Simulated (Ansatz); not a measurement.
A relaxation of cell and atoms of Bi2PdPt (P-3m1, 4 atoms in the cell) with Ansatz (a program for electronic structure).

Computed with LDA (PW92), default PAW files made with PBE (plane waves; Ansatz).

```yaml
crystal:
  lattice:
    - [4.32899, 0.00000, 0.00000]
    - [-2.16450, 3.74901, 0.00000]
    - [0.00000, 0.00000, 5.62591]
  atoms:
    - { symbol: Bi, position: [0.33333, 0.66667, 0.24488] }
    - { symbol: Bi, position: [0.66667, 0.33333, 0.75512] }
    - { symbol: Pd, position: [0.00000, 0.00000, 0.50000] }
    - { symbol: Pt, position: [0.00000, 0.00000, 0.00000] }
```

Reference input (self-consistent single point, DFT, LDA (PW92), plane waves, default PAW files made with PBE): basis.ecutwfc = 30.9 Ry; kpoints.mp_grid.grid = 7 7 5; hamiltonian.xc = lda; hamiltonian.pseudopotentials = {kind: paw} (the program's default PAW files); scf.occupations.method = gaussian; scf.occupations.width = 0.0147 Ry. This run's input differs from it in these lines:

Ansatz 0.2 input:
```diff
@@ -12,3 +12,3 @@
 basis:
-  ecutwfc: 30.9 Ry
+  ecutwfc: 18.4 Ry
 kpoints:
@@ -20,2 +20,4 @@
   occupations: { method: gaussian, width: 0.0147 Ry }
+relax:
+  cell: {}
 output:
```

Output (repeated stretches shortened):

```
   [... SCF lines of the steps left out ...]
relax step   1: F+E_penalty+E_count = -43257.03991143 eV  Δ(F+E_penalty+E_count) = +0.000e0 eV  max|allowed force component| = 7.656e-2 eV/Å  Δτ_max = 0.0000 Å  P = -3.090 GPa  Ω = 91.305 Å³  (7 SCF iters, dr2 threshold 1.00e-7 eV, accepted)
relax step   2: F+E_penalty+E_count = -43259.46621832 eV  Δ(F+E_penalty+E_count) = -2.426e0 eV  max|allowed force component| = 1.543e-1 eV/Å  Δτ_max = 0.0364 Å  P = +34.606 GPa  Ω = 84.255 Å³  energy of the carried Pulay correction = +3.123e0 eV  (7 [...]
   [... lines left out ...]
relax step  34: F+E_penalty+E_count = -43257.08419863 eV  Δ(F+E_penalty+E_count) = -1.554e-3 eV  max|allowed force component| = 1.749e-4 eV/Å  Δτ_max = 0.0000 Å  P = -0.003 GPa  Ω = 88.760 Å³  energy of the carried Pulay correction = +1.551e-3 eV  [...]
relax step  35: F+E_penalty+E_count = -43257.07460971 eV  Δ(F+E_penalty+E_count) = +9.589e-3 eV  max|allowed force component| = 3.201e-4 eV/Å  Δτ_max = 0.0000 Å  P = +0.012 GPa  Ω = 88.760 Å³  stress off target by 4.79e-2 GPa  SCF on the basis [...]
basis re-selected at this cell: Δ(F+E_penalty+E_count) = +9.589e-3 eV, ΔP = +0.015 GPa vs the last step
the relaxation is at rest under the 12 symmetry operations that the run kept from its start: a minimum is not shown …
Stability not checked: this state was not tested for a lower state beside it, because too few of the mixer's solves of this state at the end of the SCF gave a …
Free energy (F): -43257.074610 eV
Internal energy: -43257.036305 eV  (E = F + TS)
   [... lines left out ...]
Fermi energy:    15.296765 eV
  cell:  # Å, volume = 88.7602 Å³
   [... lines left out ...]
    - [-1.4314248189698813e-17, -6.277181893542153e-32, 5.560880937595481]
  atoms:
    - { symbol: Bi, position: [0.33333333333333337, 0.6666666666666667, 0.24730984714318624] }
    - { symbol: Bi, position: [0.6666666666666667, 0.33333333333333337, 0.7526901528568137] }
    - { symbol: Pd, position: [1.3481509610710651e-33, 8.531305719239608e-33, 0.5] }
    - { symbol: Pt, position: [1.3574042363699795e-33, 8.526606687288666e-33, 0.0] }
```

The run converged. 

Summary of the result:
* **Free energy E − TS (on the zero of these files)**: -43257.0746 eV
* **Fermi level (on the code's own zero)**: 15.30 eV
* **Pressure**: 0.01 GPa
* **Final cell**: a = b = 4.293 Å, c = 5.561 Å, α = β = 90.00°, γ = 120.00°
* **Final volume per atom**: 22.19 Å³
* **Relaxation steps**: 35

The starting cell comes from a database of computed structures (which also holds hypothetical and non-ambient phases and stackings), without a prior relaxation at this level. Spin polarisation is off. The relaxation keeps the symmetry of its start, so its end need not be a minimum. Ansatz's pressure includes its estimate of the finite-basis (Pulay) stress. Without the estimate this run gives -70.47 GPa. The cutoff lies below the one recommended for these files.

Cost on one core of a shared machine: roughly 2 min.
